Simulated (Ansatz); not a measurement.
The starting structures come from a database of crystals and need not be the phases stable at ambient conditions.

## Evanescent states of Sr(CdP)₂ (P-3m1, not sure to be the ambient phase, 5 atoms a cell, 24.1 Å³ an atom, -2 GPa at this level) along the normal of (110)

Method: PBEsol (plane waves, PAW; Ansatz, a quantum-chemistry and plane-wave program).

No gap correction and no spin-orbit coupling; mid-gap values are interpolated between computed energies.

Energies count from the valence-band top; κ is the least over a 4×4 mesh across the current.

| E (eV) | κ (1/Å) | where |
|---|---|---|
| 0.03 | 0.019 | Γ |
| 0.07 | 0.032 | Γ |
| 0.12 | 0.039 | Γ |
| 0.17 | [?] | Γ |
| 0.23 | [?] | Γ |
| 0.28 | [?] | Γ |
| 0.33 | [?] | Γ |
| 0.38 | [?] | Γ |
| 0.42 | [?] | Γ |
| 0.47 | [?] | Γ |
| 0.53 | 0.040 | Γ |
| 0.57 | 0.032 | Γ |
| 0.62 | 0.018 | Γ |

Some entries are withheld; supply them.


- 0.17, κ (1/Å): 0.044
- 0.23, κ (1/Å): 0.048
- 0.28, κ (1/Å): 0.050
- 0.33, κ (1/Å): 0.051
- 0.38, κ (1/Å): 0.050
- 0.42, κ (1/Å): 0.049
- 0.47, κ (1/Å): 0.045
